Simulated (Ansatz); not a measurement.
A computed series for MgTe: response to strain and stress

Consider MgTe in the wurtzite structure (space group P6_3mc, No. 186).

```
MgTe
1.0
    4.56087     0.00000     0.00000
   -2.28044     3.94983     0.00000
    0.00000     0.00000     7.41276
Mg Te
2 2
Direct
  0.66667   0.33333   0.00099
  0.33333   0.66667   0.50099
  0.66667   0.33333   0.62421
  0.33333   0.66667   0.12421
```

Cartesian axes are those of the cell as printed.

Strains are applied to the cell and any free atomic positions relax; under biaxial strain the out-of-plane vector relaxes too; under stress the whole cell relaxes.

Computed with Kohn–Sham DFT with the PBEsol functional, run in Ansatz (an electronic-structure program) with PAW and 420 eV plane waves, scalar-relativistic without spin-orbit coupling, earlier PAW set.

Candidates:
(a) uniaxial stress, 2 GPa compression along z
(b) biaxial strain −1.75 %, plane normal [001], relaxed out of plane
(c) isotropic strain −1.04 %
(d) uniaxial stress, 3 GPa tension along z

Base values:

```
Quantity    Value
--------  -------
Band gap  2.39 eV
```

Question: Order them by band gap, lowest first.

Answer: (d) uniaxial stress, 3 GPa tension along z (1.96 eV), (a) uniaxial stress, 2 GPa compression along z (2.07 eV), (b) biaxial strain −1.75 %, plane normal [001], relaxed out of plane (2.38 eV), (c) isotropic strain −1.04 % (2.53 eV)

With Te present, leaving out spin-orbit coupling can change the band edges. Stability under load was not tested beyond the relaxation.
